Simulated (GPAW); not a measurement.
# Worked example: self-consistent single point of InH (P6_3mc, 4 atoms in the cell) in GPAW

Level of theory: PBEsol, GPAW PAW datasets PBEsol (made by gpaw-setup) (plane waves; GPAW).

This input was run:

```python
from ase import Atoms
from ase.units import GPa
from gpaw import GPAW

atoms = Atoms(['In', 'In', 'H', 'H'],
              cell=[[3.430860, 0.000000, 0.000000],
                    [-1.715430, 2.971212, 0.000000],
                    [0.000000, 0.000000, 6.744510]],
              scaled_positions=[[0.333333, 0.666667, 0.343580],
                                [0.666667, 0.333333, 0.843580],
                                [0.333333, 0.666667, 0.031420],
                                [0.666667, 0.333333, 0.531420]],
              pbc=True)

calc = GPAW(mode={'name': 'pw', 'ecut': 800},
            xc='PBEsol',
            kpts={'size': (8, 8, 4), 'gamma': True},
            occupations={'name': 'methfessel-paxton', 'width': 0.136, 'order': 0},
            nbands=-10,
            convergence={'forces': 0.001},
            symmetry={'symmorphic': False, 'tolerance': 0.0005},
            maxiter=150,
            txt='-')

atoms.calc = calc

energy = atoms.get_potential_energy()
print('Energy (eV):', round(energy, 6))
forces = atoms.get_forces()
print('Forces (eV/Ang):')
print(forces.round(5))
stress = atoms.get_stress()
print('Stress (GPa, Voigt):', (stress / GPa).round(4))
```

Log, with long lists cut:

```
Input parameters:
  convergence: {forces: 0.001}
  kpts: {gamma: True,
         size: (8, 8, 4)}
  maxiter: 150
  mode: {ecut: 800,
         name: pw}
  nbands: -10
  occupations: {name: methfessel-paxton,
                order: 0,
                width: 0.136}
  symmetry: {symmorphic: False,
             tolerance: 0.0005}
  xc: PBEsol

species:
  In:
    name: Indium
    Z: 49.0
    valence: 13
    core: 36
    charge: 0.0
    file: In.PBEsol.gz

    # Using partial waves for In as LCAO basis

  H:
    name: Hydrogen
    Z: 1.0
    valence: 1
    core: 0
    charge: 0.0
    file: H.PBEsol.gz

    # Using partial waves for H as LCAO basis

Reference energy: -319829.707271  # eV

Spin-paired calculation

Convergence criteria:
 Maximum [total energy] change in last 3 cyles: 0.0005 eV / valence electron
 Maximum integral of absolute [dens]ity change: 0.0001 electrons / valence electron
 Maximum integral of absolute [eigenst]ate change: 4e-08 eV^2 / valence electron
 Maximum change in the atomic [forces] across last 2 cycles: 0.001 eV/Ang OR
Maximum error relative to the maximum force is below inf
 Maximum number of scf [iter]ations: 150

Symmetries present (total): 12
Symmetries with fractional translations: 6
256 k-points: 8 x 8 x 4 Monkhorst-Pack grid + [1/16,1/16,1/8]
30 k-points in the irreducible part of the Brillouin zone
       k-points in crystal coordinates                weights
   0:     0.00000000    0.00000000    0.00000000          1/256
   1:     0.00000000    0.00000000    0.25000000          2/256
   2:     0.00000000    0.00000000    0.50000000          1/256
   [... 7 lines left out ...]
          ...
  29:     0.50000000    0.50000000    0.50000000          3/256

Wave functions: Plane wave expansion
  Cutoff energy: 800.000 eV
  Number of coefficients (min, max): 3502, 3556
  Pulay-stress correction: 0.000000 eV/Ang^3 (de/decut=0.000000)

Occupation numbers: Methfessel-Paxton:
  width: 0.1360  # eV
  order: 0

Eigensolver

Densities:
  Coarse grid: 24*24*48 grid
  Fine grid: 48*48*96 grid
  Total Charge: 0.000000

Density mixing:
  Method: separate
  Backend: pulay
  Linear mixing parameter: 0.05
  old densities: 5
  Damping of long wavelength oscillations: 50

Hamiltonian:
  XC and Coulomb potentials evaluated on a 48*48*96 grid
  External potential:
    NoExternalPotential

XC parameters: PBEsol with 2 nearest neighbor stencil

Number of atoms: 4
Number of atomic orbitals: 20
Number of bands in calculation: 24
Number of valence electrons: 28
Bands to converge: occupied

Density initialized from atomic densities
  20 bands from LCAO basis set
  4 bands from random numbers

Atomic positions and initial magnetic moments

Positions:
   0 In    -0.000002    1.980809    2.317279    ( 0.0000,  0.0000,  0.0000)
   1 In     1.715432    0.990403    5.689534    ( 0.0000,  0.0000,  0.0000)
   2 H     -0.000002    1.980809    0.211913    ( 0.0000,  0.0000,  0.0000)
   3 H      1.715432    0.990403    3.584168    ( 0.0000,  0.0000,  0.0000)

Unit cell:
           periodic     x           y           z      points  spacing
  1. axis:    yes    3.430860    0.000000    0.000000    24     0.1238
  2. axis:    yes   -1.715430    2.971212    0.000000    24     0.1238
  3. axis:    yes    0.000000    0.000000    6.744510    48     0.1405

  Lengths:   3.430860   3.430860   6.744510
  Angles:   90.000000  90.000000 119.999999

Effective grid spacing dv^(1/3) = 0.1355

     iter     time        total  log10-change:
                         energy   eigst   dens  force
iter:   1 --:--:--   -11.944609
iter:   2 --:--:--   -11.865986   -1.98  -1.32
iter:   3 --:--:--   -11.477364   -1.89  -1.36
iter:   4 --:--:--   -11.476250   -3.70  -2.00
iter:   5 --:--:--   -11.475260c  -3.23  -2.01
iter:   6 --:--:--   -11.471677c  -3.91  -2.40
iter:   7 --:--:--   -11.471164c  -4.91  -2.76
iter:   8 --:--:--   -11.470203c  -4.14  -2.88
iter:   9 --:--:--   -11.470117c  -5.83  -3.43
iter:  10 --:--:--   -11.470099c  -5.85  -3.54
iter:  11 --:--:--   -11.470098c  -7.28  -3.99
iter:  12 --:--:--   -11.470097c  -8.13c -4.18c
iter:  13 --:--:--   -11.470097c  -7.32  -4.18c
iter:  14 --:--:--   -11.470097c  -8.46c -4.29c -1.92
iter:  15 --:--:--   -11.470097c  -7.35  -4.35c
iter:  16 --:--:--   -11.470097c  -8.59c -4.45c -2.37
iter:  17 --:--:--   -11.470097c  -7.79c -4.50c -3.14c

Converged after 17 iterations.

Dipole moment: (-0.000000, 0.000000, 1.058967) |e|*Ang

Energy contributions relative to reference atoms: (reference = -319829.707271)

Kinetic:        +23.936166
Potential:      -23.734334
External:        +0.000000
XC:             -11.953314
Entropy (-ST):   -0.025246
Local:           +0.294008
SIC:             +0.000000
--------------------------
Free energy:    -11.482720
Extrapolated:   -11.470097

Showing only first 2 kpts
 Kpt  Band  Eigenvalues  Occupancy
  0    12     -0.38255    2.00000
  0    13      7.19310    0.00000
  0    14      9.84477    0.00000
  0    15     10.87851    0.00000

  1    12      0.98211    2.00000
  1    13      5.63847    0.00000
  1    14     10.42317    0.00000
  1    15     10.85154    0.00000

Fermi level: 4.87147

No gap
No difference between direct/indirect transitions
Energy (eV): -11.470097

Forces in eV/Ang:
  0 In    0.00000   -0.00000   -0.03835
  1 In    0.00000    0.00000   -0.03835
  2 H     0.00000   -0.00000    0.03916
  3 H    -0.00000    0.00000    0.03916

Stress tensor:
     0.017302    -0.000000     0.000000
    -0.000000     0.017302     0.000000
     0.000000     0.000000     0.019401
Stress (GPa, Voigt): [ 2.772   2.772   3.1084  0.      0.     -0.    ]
```

The run converged in 17 iterations. GPAW prints stress with tension positive.

The starting cell comes from a database of computed structures (which also holds hypothetical and non-ambient phases and stackings), without a prior relaxation at this level.
